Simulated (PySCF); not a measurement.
PySCF 2.14.0, TPSSH/def2-svpd, df: Au(OMe)(MeCN) (CC#[N]->[Au][O]C), 12 atoms. The geometry is a generated start, not checked to be a minimum at this level.

```json
{
 "task": "energy",
 "method": "tpssh",
 "basis": "def2-svpd",
 "two_electron_scheme": "density fitting",
 "mol.max_memory": "3000 MB",
 "mf.max_cycle": "100",
 "mf.conv_tol": "1e-09 (default)",
 "mf.grids.level": "3 (default)",
 "effective_core_potentials": "those of the basis set, past Kr",
 "basis_functions": "186",
 "grid_points": "153496"
}
```

```xyz
12

Au     0.8045    -0.1279    -0.3850
O      2.0590    -0.8304    -1.6642
C      1.7356    -1.6382    -2.7380
H      1.0524    -1.1449    -3.4483
H      2.6578    -1.8860    -3.2783
H      1.2623    -2.5843    -2.4300
C     -1.8904     1.5524     2.6607
C     -1.0223     1.0121     1.6632
N     -0.3142     0.5756     0.8678
H     -1.9987     2.6274     2.5144
H     -1.4765     1.3649     3.6525
H     -2.8696     1.0793     2.5853
```

Charge 0 and multiplicity 1 are set for this test and not shown to be the ground state.

With the defaults (mf.DIIS = CDIIS, mf.diis = true, mf.level_shift = 0, mf.init_guess = minao, mf.damp = 0, mf.diis_start_cycle = 1, newton = off, mf.diis_space = 8) it converges in 16 Fock builds. One run each on 2 threads, 1 BLAS thread, with these changes:
- mf.init_guess = mod_huckel
- mf.level_shift = 0.1 Hartree
- mf.init_guess = huckel
- mf.level_shift = 1 Hartree
- mf.diis = false
- mf.diis_space = 3
- mf.diis = false, mf.damp = 0.7, mf.diis_start_cycle = 999
- newton = Hessian by the SCF's own integrals
- mf.DIIS = EDIIS

### Question
Which of these changes keep the SCF from converging, or lead it to another solution?

### Answer
No convergence: mf.DIIS = EDIIS; mf.diis = false (the run ends without SCF convergence in 100 cycles). The rest reach the solution of the defaults.

```tsv
setting	Fock builds	end
the defaults	16	same solution
mf.level_shift = 0.1 Hartree	16	same solution
mf.diis = false, mf.damp = 0.7, mf.diis_start_cycle = 999	28	same solution
mf.init_guess = mod_huckel	31	same solution
mf.init_guess = huckel	32	same solution
mf.diis_space = 3	41	same solution
mf.level_shift = 1 Hartree	58	same solution
newton = Hessian by the SCF's own integrals	68	same solution
mf.DIIS = EDIIS	101	no convergence
mf.diis = false	101	no convergence
```

Under newton the count holds the products with the orbital Hessian.
